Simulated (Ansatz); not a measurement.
# A computed series for MoS2: response to strain

Take MoS₂ in the 3R-MoS2 type structure (space group R3m, No. 160; layered, stacked along the Cartesian z axis) as the base.

```yaml
crystal:
  lattice:
    - [1.58761, 0.91661, 6.19494]
    - [-1.58761, 0.91661, 6.19494]
    - [0.00000, -1.83321, 6.19494]
  atoms:
    - { symbol: Mo, position: [0.00000, 0.00000, 0.00000] }
    - { symbol: S, position: [0.75030, 0.75030, 0.75030] }
    - { symbol: S, position: [0.58300, 0.58300, 0.58300] }
```

Cartesian axes are those of the cell as printed.

Strains are applied to the cell and any free atomic positions relax.

All numbers come from plane-wave PAW DFT at the r2SCAN+rVV10 level (Ansatz, a quantum-chemistry and plane-wave program, 500 eV), no spin-orbit coupling.

Candidates:
(a) uniaxial strain ε_yy = +1.26 %
(b) uniaxial strain ε_xx = −5.94 %
(c) isotropic strain −1.00 %

Base values:

| Item | Result |
|---|---|
| Band gap | 1.02 eV |

Order them by band gap, highest first.

(b) uniaxial strain ε_xx = −5.94 % (1.08 eV), (c) isotropic strain −1.00 % (0.99 eV), (a) uniaxial strain ε_yy = +1.26 % (0.90 eV)

Whether these cells are dynamically stable was not tested.
